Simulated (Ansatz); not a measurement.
**What isotropic strain −0.42 % does to Ga2O3**

The parent structure is Ga2O3 in the corundum structure (space group R-3c, No. 167; a = 5.0579 Å, c = 13.6242 Å (hexagonal axes)).

One thing is altered: an isotropic linear strain of −0.42 %, atoms relaxed at fixed cell.

Computed with PBE (Ansatz, an electronic-structure program, PAW, no spin-orbit coupling), earlier PAW set. k-mesh 8×8×8 (Γ-centred); smearing 0.05 eV (Fermi–Dirac).

The volume per atom falls by 0.126 Å³ to 9.94 Å³ and the space group is still R-3c (No. 167). The energy rises by 1.0 meV/atom and the pressure (mean of the normal stresses, compression positive) goes from zero to 2.61 GPa. The band gap goes up by 0.13 eV, from 2.41 eV to 2.54 eV and the gap character remains indirect, Γ–S₀ (50 % along) → Γ. The smallest direct gap goes up by 0.137 eV to 2.77 eV and the width of the top valence band hardly moves (0.43 eV against 0.44 eV). The electron mass changes from 0.21 mₑ (at Γ) to 0.22 mₑ (at Γ).

Final structure:

```
Ga2O3
1.0
    2.51835     1.45397     4.52232
   -2.51835     1.45397     4.52232
    0.00000    -2.90794     4.52232
Ga O
4 6
Direct
  0.35584   0.35584   0.35584
  0.14416   0.14416   0.14416
  0.64416   0.64416   0.64416
  0.85584   0.85584   0.85584
  0.55310   0.94690   0.25000
  0.25000   0.55310   0.94690
  0.94690   0.25000   0.55310
  0.44690   0.05310   0.75000
  0.75000   0.44690   0.05310
  0.05310   0.75000   0.44690
```

Effective masses come from finite differences of ±0.01 Å⁻¹. No phonon test of stability was made.
